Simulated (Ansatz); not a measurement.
Given:

```xyz
6
Lattice="-1.8136 1.8697 4.7275 1.8136 -1.8697 4.7275 1.8136 1.8697 -4.7275" Properties=species:S:1:pos:R:3 pbc="T T T"
Ti     0.0000     1.8697     2.3327
Ti     0.0000     0.0000     0.0311
O      0.0000     1.8697     0.3961
O      0.0000     0.0000     7.4951
O      0.0000     0.0000     1.9677
O      0.0000     1.8697     4.3237
```

No spin polarisation.

Level of theory: LDA in Ansatz (plane waves to 420 eV, PAW, no SOC). Γ-centred 12×12×12 mesh, Fermi–Dirac width 0.05 eV.

**Question.** Predict the space group, gap character, pressure and band gap.

**Answer.** The space group is Imma (No. 74). The gap character is indirect, k = (0, 0, 0.417) in the run's primitive reciprocal basis → Γ and the pressure (mean of the normal stresses, compression positive) is 8.00 GPa. The band gap is 2.20 eV.

The cells carry an imposed strain or load. Stability against distortions was not tested. All final runs are without spin polarisation. The cell was made from TiO2 in the anatase structure (space group I4_1/amd, No. 141) by this change: uniaxial strain ε_xx = −3.00 %.

Ansatz is an electronic-structure program.
